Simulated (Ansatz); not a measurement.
HfO2 (Pca2₁, No. 29, 12 atoms in the cell; start mp-685097; a measured phase of this formula has another space group), treated with PBE-D3(BJ) (Ansatz, a first-principles code, plane waves, PAW).

Run with plane-wave cutoff 520 eV, 8×8×8 k mesh, Fermi–Dirac smearing 0.01 eV, scalar-relativistic PAW data made under PBE.

Cell (relaxed at this level):

```xyz
12
Lattice="5.2613 0.0000 0.0000 0.0000 5.0446 0.0000 0.0000 0.0000 5.0726" Properties=species:S:1:pos:R:3 pbc="T T T"
Hf     0.1723     1.3475     1.2261
Hf     5.0891     3.6971     3.7623
Hf     2.4584     1.3475     3.7623
Hf     2.8029     3.6971     1.2261
O      1.9337     0.3570     1.9296
O      3.3276     4.6876     4.4659
O      0.6969     0.3570     4.4659
O      4.5644     4.6876     1.9296
O      3.8561     2.3211     2.4901
O      1.4052     2.7234     5.0264
O      4.0359     2.3211     5.0264
O      1.2254     2.7234     2.4901
```

Q: Estimate the band gap and direct gap at Γ that the calculation returns.

A: 
band gap: 4.40 eV (on the SCF k mesh)
direct gap at Γ: 4.89 eV

Note: the relaxation could not lower the start's symmetry, so the cell can be a saddle point above a distorted one.

Spin–orbit coupling is not included.

The computed numbers hold no vibrational or temperature effects.

A start named mp-… is a Materials Project structure, which need not be a measured phase.
